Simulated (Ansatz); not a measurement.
The parent structure is Hf in the hcp (Mg type) structure (space group P6_3/mmc, No. 194; a = 3.1983 Å, c = 5.0488 Å; relaxed with 0.1 eV smearing). Axes: x lies along a and z along c of the hexagonal cell.

Computed with Ansatz (a first-principles code) r2SCAN, without spin-orbit coupling.

Perturbation: compressive biaxial strain of 0.50 % in the plane normal to [001], as in epitaxy on a mismatched substrate; the out-of-plane cell vector and the atoms relax.

Problem. Predict the new out-of-plane strain.

Solution. The out-of-plane strain comes out as +0.32 %.

Whether these cells are dynamically stable was not tested. The final runs are not spin-polarised.
